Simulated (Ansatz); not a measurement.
Structure of amorphous Si₂₄O₅₁Al₂ (periodic cell):

```
CELL_PARAMETERS angstrom
     10.56012     0.19499    -0.11854
      0.19499    10.32762     0.08161
     -0.11854     0.08161    10.49559
ATOMIC_POSITIONS crystal
  Si 0.34563 0.49743 0.20150
  Si 0.41699 0.26499 0.60700
  Si 0.37004 0.96835 0.28021
  Si 0.98666 0.91287 0.79401
  Si 0.68621 0.35231 0.56367
  Si 0.21678 0.59342 0.42272
  Si 0.73010 0.58100 0.34973
  Si 0.75387 0.76899 0.77762
  Si 0.12433 0.37516 0.28673
  Si 0.20662 0.13369 0.43617
  Si 0.33030 0.54515 0.68496
  Si 0.97366 0.74031 0.32033
  Si 0.08017 0.17402 0.87784
  Si 0.93157 0.71853 0.02747
  Si 0.61089 0.51456 0.80298
  Si 0.92911 0.26772 0.10948
  Si 0.17023 0.70231 0.86875
  Si 0.63945 0.87789 0.36671
  Si 0.38315 0.76024 0.06154
  Si 0.47363 0.22567 0.14762
  Si 0.73149 0.49655 0.06515
  Si 0.56907 0.92386 0.92734
  Si 0.38664 0.15351 0.87629
  Si 0.84926 0.88813 0.54476
  O  0.70984 0.93253 0.24594
  O  0.65253 0.71756 0.37858
  O  0.98305 0.34653 0.23417
  O  0.01030 0.23574 0.75238
  O  0.61554 0.48529 0.95782
  O  0.38818 0.60612 0.09887
  O  0.87449 0.12992 0.14402
  O  0.27573 0.77997 0.94646
  O  0.43492 0.36732 0.20729
  O  0.93671 0.85377 0.42459
  O  0.27081 0.63382 0.56418
  O  0.04466 0.24909 0.00727
  O  0.34506 0.56804 0.34091
  O  0.80706 0.25064 0.56063
  O  0.34149 0.85262 0.17895
  O  0.33292 0.39895 0.63249
  O  0.81441 0.62676 0.03166
  O  0.82253 0.37030 0.04548
  O  0.87816 0.81955 0.88318
  O  0.45290 0.20664 0.74821
  O  0.47202 0.57215 0.74759
  O  0.23275 0.16018 0.86276
  O  0.22847 0.57577 0.79839
  O  0.83307 0.76817 0.64591
  O  0.92136 0.98552 0.65739
  O  0.09756 0.80577 0.76483
  O  0.48993 0.92015 0.37277
  O  0.13016 0.46326 0.41745
  O  0.07180 0.13416 0.50584
  O  0.62119 0.19978 0.17616
  O  0.43676 0.00264 0.89040
  O  0.24718 0.99473 0.37047
  O  0.67499 0.00448 0.99601
  O  0.52233 0.79598 0.00804
  O  0.71009 0.93920 0.49724
  O  0.71816 0.62339 0.79239
  O  0.68618 0.52114 0.21130
  O  0.43191 0.23906 0.99566
  O  0.02787 0.02217 0.88974
  O  0.05963 0.65844 0.96724
  O  0.54766 0.28953 0.52950
  O  0.19833 0.45528 0.17526
  O  0.12219 0.70612 0.35533
  O  0.96030 0.78432 0.16500
  O  0.63689 0.86974 0.79420
  O  0.19951 0.23947 0.31894
  O  0.88123 0.61878 0.34186
  O  0.70812 0.47563 0.46427
  O  0.39701 0.10136 0.20256
  O  0.32578 0.16856 0.53114
  O  0.66632 0.40138 0.71201
  Al 0.95332 0.18161 0.60851
  Al 0.72282 0.06757 0.14373
```

Methods: PBE, scalar-relativistic without spin-orbit coupling (Ansatz, an electronic-structure program); r2SCAN, scalar-relativistic without spin-orbit coupling (Ansatz); HSE06, scalar-relativistic without spin-orbit coupling (Ansatz). Neutral PBE cell, which sets geometry, pressure and energy: sampling: a 2×2×2 Γ-centred mesh; Fermi-Dirac width 0.02 eV; no spin polarisation. Exact exchange is cut at the faces of this 10 Å cell, which leaves hybrid gaps a finite-size error.

The cell was made by melting and quenching with the CHGNet potential and then relaxed with DFT. O atoms were pushed apart under 1.9 Å during the dynamics, to hinder bonds among them. The hot cell started wider than the set density and was brought back towards it in steps. It is the lowest in DFT energy of 2 quenches. It is a model cell: composition and starting density were chosen by hand, and all elements were melted together. No dispersion term was used. Its density started from a set value of 2.24 and ended at 2.24 g/cm³. The quench (nominally 480 K/ps over its main leg) was far faster than any real one, so the model tends to hold more defects than a real film. Values belong to this one cell and scatter from quench to quench. The volume was held where the preparation left it and the shape relaxed. Cycles of charging lowered its energy after that relaxation.

Q: Give the pressure, the energy against reference phases and the spacing of the highest filled and lowest empty levels.

A: 
The pressure on a 2×2×2 Γ-centred mesh is -14.7 kbar, the largest force and stress component on that mesh (the relaxation ran on the zone centre alone) is 0.02 eV/Å and 2.5 GPa and the energy relative to alpha cristobalite + corundum (lowest mix at this level among the phases computed, not always the ambient ones) comes out as 0.098 eV/atom. The level gap on a 2×2×2 Γ-centred mesh (PBE) comes out as 4.02 eV and the level gap at the zone centre (PBE) is 4.02 eV. The level gap at the zone centre (r2SCAN) is 4.73 eV. The level gap at the zone centre (HSE06) is 5.84 eV and the distance between the nearest levels spread over more than a fifth of the atoms or a third of the atoms of their main element (six at least) (PBE, zone centre) is 4.52 eV.

Q: At PBE and the zone centre, how localised are the states just below and above the Fermi level (participation number: the atoms over which a state spreads)?

A: The highest filled state is spread over 3.8 atoms' worth, largest on O54, with weights by element (charge in smoothed Voronoi cells) O 0.96, Si 0.03, Al 0.01. The lowest empty state is spread over 23.7 atoms' worth, largest on Si14, with weights by element (charge in smoothed Voronoi cells) O 0.61, Si 0.37, Al 0.02.

At PBE the levels at the filled edge of the gap are localised (band-tail or defect states), and the nearest spread-out levels lie 4.5 eV apart at the zone centre.

Neighbours within Si-Si 2.60 Å, Si-O 2.02 Å, Si-Al 2.55 Å, O-O 1.58 Å, O-Al 2.24 Å, Al-Al 2.66 Å count as bonded. Two cations that share two anions don't count as bonded, nor two that share one unless they lie closer than Si-Si 2.38 Å, Si-Al 2.48 Å, Al-Al 2.59 Å.

Added carriers, by PBE, scalar-relativistic without spin-orbit coupling (Ansatz) on the zone centre alone. Charged cells keep the cell fixed and stand in a uniform background, with no image correction, at a width of 0.01 eV; where the count is odd the moment is locked at 1 μB, unless the neutral cell bore moments. Each starts from the undistorted neutral geometry alone. PBE's self-interaction favours spread-out carriers, so it can miss traps that a hybrid finds.

Q: What happens at PBE when the cell takes an extra electron and the atoms relax?

A: Relaxation lowers the charged cell by 1.25 eV. The largest moves are O68 0.68 Å, O43 0.59 Å, O67 0.57 Å, O48 0.52 Å. The level that holds the added charge spreads over 3.1 atoms' worth, most on Si14 (weight 0.54): a localised (trapped) carrier, which neighbours of that atom can share. Bonds broken: Si14-O43. Made neutral again at that geometry, the cell lies +1.81 eV from the neutral start (a closed shell was imposed there, with levels 0.40 eV apart, so this is an upper bound).

Q: What happens at PBE when the cell takes a hole and the atoms relax?

A: Relaxation lowers the charged cell by 0.16 eV. The largest moves are O54 0.15 Å, O73 0.08 Å, O70 0.07 Å, O42 0.07 Å. The level that was emptied spreads over 7.2 atoms' worth, most on O54 (weight 0.30): a partly localised carrier. No bond crosses its cut-off with a change of over 0.15 Å (metal-metal contacts aside). Made neutral again at that geometry, the cell lies +0.34 eV from the neutral start.
